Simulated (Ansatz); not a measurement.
The parent structure is W in the bcc (W type) structure (space group Im-3m, No. 229; a = 3.1688 Å; relaxed with 0.1 eV smearing).

Level of theory: r2SCAN, PAW, 500 eV (Ansatz, a program for electronic structure; spin-orbit coupling left out).

Before the change:

```
Item       Result
--------  -------
Pressure  0.0 GPa
Band gap     zero
```

Perturbation: an isotropic linear strain of +3.54 %; the atoms relax in the strained cell.

What happens to the energy relative to the base?

The energy goes up by 160 meV/atom.

Estimate the effect on the pressure.

The pressure goes from zero to -26.8 GPa.

What happens to the band gap?

The band gap remains zero.

No phonon test of stability was made. The final runs are not spin-polarised.
